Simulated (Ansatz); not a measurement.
The parent structure is Ta in the bcc (W type) structure (space group Im-3m, No. 229; a = 3.282 Å).

The change: cell and atoms relaxed at a pressure of 30 GPa.

Levels (all Ansatz, an electronic-structure program, PAW, earlier PAW set): PBEsol (420 eV, no spin-orbit coupling); r2SCAN (500 eV, scalar-relativistic without spin-orbit coupling).

The geometry is relaxed with PBEsol.

- PBEsol pressure = 30.0 GPa

### Question
What does r2SCAN give at this geometry for the pressure?

### Answer
The pressure goes up by 6.06 GPa, from 30.0 GPa to 36.0 GPa.

Single points use the geometry relaxed with PBEsol. Their cutoffs differ, which shifts pressures a little. Load acts through the strain it causes; cell and atoms are relaxed under it. Whether these cells are dynamically stable was not tested. Competing high-pressure phases were not computed. All final runs are without spin polarisation.
